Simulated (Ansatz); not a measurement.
We consider rutile MgH2, described by LDA (Ansatz, an electronic-structure program, PAW).

Run with plane-wave cutoff 520 eV, 8×8×12 k mesh (along the axes of the cell as run), Fermi–Dirac smearing 0.01 eV, scalar-relativistic PAW data made under PBE.

Response to compression and expansion:

Shape and atoms are relaxed at each volume.

```csv
V (Å³/atom),P (GPa),direct gap at Γ (eV),c (Å),a (Å)
9.329,2.32,4.752,2.950,4.356
9.523,1.11,4.780,2.962,4.392
9.717,0.00,4.807,2.973,4.428
9.912,-1.02,4.838,2.985,4.464
10.106,-1.95,4.869,2.996,4.499
```

The fundamental gap (3.40 eV at the equilibrium volume, with added k points) lies elsewhere than Γ–Γ.

Note: the bulk modulus comes from volumes at which shape and atoms were relaxed.
